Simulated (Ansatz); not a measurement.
Here is the system:

End structure of a constructed model of the (111)B surface of zinc-blende GaP, P-terminated, 2x2 Ga adatom at T4 (bottom of the slab: 3 H on 4 bottom sites):

```
CELL_PARAMETERS angstrom
      7.78845     0.00000     0.00000
     -3.89423     6.74500     0.00000
      0.00000     0.00000    30.00000
ATOMIC_POSITIONS crystal
  Ga 0.32882 0.17118 0.32214
  Ga 0.84208 0.17137 0.32211
  Ga 0.32863 0.65792 0.32211
  Ga 0.83267 0.66733 0.34191
  P  0.16665 0.33335 0.35248
  P  0.66188 0.32449 0.35131
  P  0.17551 0.83812 0.35131
  P  0.66164 0.83836 0.35099
  Ga 0.16667 0.33333 0.43117
  Ga 0.66667 0.33333 0.43117
  Ga 0.16667 0.83333 0.43117
  Ga 0.66667 0.83333 0.43117
  P  0.00000 0.00000 0.45767
  P  0.50000 0.00000 0.45767
  P  0.00000 0.50000 0.45767
  P  0.50000 0.50000 0.45767
  Ga 0.98700 0.99312 0.53699
  Ga 0.50632 0.99368 0.53713
  Ga 0.99977 0.50023 0.53851
  Ga 0.50688 0.51300 0.53699
  P  0.33324 0.16676 0.55202
  P  0.83395 0.16769 0.56698
  P  0.33231 0.66605 0.56698
  P  0.83385 0.66615 0.56719
  Ga 0.33321 0.16679 0.62696
  Ga 0.82206 0.14432 0.64929
  Ga 0.35568 0.67794 0.64929
  Ga 0.82202 0.67798 0.64941
  P  0.17669 0.32331 0.66794
  P  0.64638 0.32333 0.66793
  P  0.17667 0.85362 0.66793
  P  0.66649 0.83351 0.68393
  H  0.33207 0.16793 0.27005
  H  0.83690 0.17065 0.27002
  H  0.32935 0.66310 0.27002
  Ga 0.33333 0.16667 0.71171
```

Model: 36-atom slab, 13.7 Å thick at the start with caps and adatoms (thin: gaps and levels are the slab's own), 3x3x1 mesh, Fermi-Dirac 0.025 eV, dipole correction, 8 atoms held, the rest relaxed; held to the start's symmetry, so lower structures may exist; no spin, no spin-orbit, no U. In PBE it lies 0.03 eV a 1x1 cell over the lowest computed structure of the same composition (2x2 Ga adatom at H3).

Task: Predict the highest filled level below the top vacuum level from PBE (Ansatz, a first-principles code).

Result: 4.89 eV

Task: What gap of the slab on its k-mesh does PBE give?

Result: 0.52 eV
